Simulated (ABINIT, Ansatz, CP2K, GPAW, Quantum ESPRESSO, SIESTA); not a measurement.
# Code comparison for Os (P6_3/mmc, 4 atoms in the cell)

Self-consistent single point.

```yaml
crystal:
  lattice:
    - [2.75459, 0.00000, 0.00000]
    - [-1.37729, 2.38555, 0.00000]
    - [0.00000, 0.00000, 8.86291]
  atoms:
    - { symbol: Os, position: [0.00000, 0.00000, 0.00000] }
    - { symbol: Os, position: [0.00000, 0.00000, 0.50000] }
    - { symbol: Os, position: [0.33333, 0.66667, 0.25000] }
    - { symbol: Os, position: [0.66667, 0.33333, 0.75000] }
```

All programs got the same cell, k-point mesh and kind of occupations (in Ansatz's words: kpoints.mp_grid.grid = 9 9 3; scf.occupations.method = gaussian; scf.occupations.width = 0.1 eV); potentials, basis and cutoffs are each program's usual ones.

```csv
code,model,pressure (GPa),k-points,cutoff
CP2K,"PBE, GPW, DZVP-MOLOPT-PBE-GTH basis, GTH-PBE potentials (POTENTIAL_UZH)",-7.71,122,grid 500 Ry
Ansatz,"PBE, default PAW files",-6.14,24,default
SIESTA,"GGA PBE, numerical atomic orbitals DZP, PseudoDojo PBE standard norm-conserving potentials (rewritten from UPF to PSML)",-3.55,122,grid 400 Ry
Quantum ESPRESSO,"PBE, SSSP 1.1.2 efficiency (PBE) pseudopotentials",-6.37,24,40 Ry
ABINIT,"PBE, norm-conserving pseudopotentials (PseudoDojo nc-sr-05 PBE standard)",-6.58,24,37 Ha
GPAW,"PBE, GPAW PAW datasets PBE (gpaw-data 1.0.1)",-8.16,24,550 eV
```

The spread over the programs that give each value: pressure within 4.61 GPa.

The starting cell was generated: these elements placed on a structure prototype, without a prior relaxation; it need not be a known phase or ordering of this composition. Its lattice was rescaled by a random factor within 2.5 % of one. On Ansatz's run: Spin-orbit coupling is off. Spin polarisation is off. In the base run, with a pressure of about -6 GPa the cell is away from its equilibrium volume at this level.

Task: Why do the programs differ, and what cannot be compared?

Result: Differences of this kind can come from the potentials, where these differ, and from what each basis and cutoff leave unconverged. The valence holds different numbers of electrons (CP2K 64, Ansatz (an electronic-structure program) 64, SIESTA 64, Quantum ESPRESSO 64, ABINIT 64, GPAW 56). The zero of total energies and Fermi levels follows the potentials and each program's conventions, so they are not compared here. CP2K and SIESTA use small atom-centred bases, whose incompleteness enters pressures, forces and empty levels differently from a plane-wave cutoff. Ansatz's pressure is given at a fixed set of plane waves, as the other plane-wave codes print theirs; with its correction for the finite basis it is -6.06 GPa. The programs reduce the same mesh by symmetry to different extents, which changes the work and not the result. In the pressure, CP2K (by 1.24), SIESTA (by 2.92) and GPAW (by 1.68) lie more than 1 GPa from the median of the plane-wave programs.

Left out of this page: Elk and FLEUR (not drawn, or without a comparable value).

Keys are those of Ansatz 0.2.
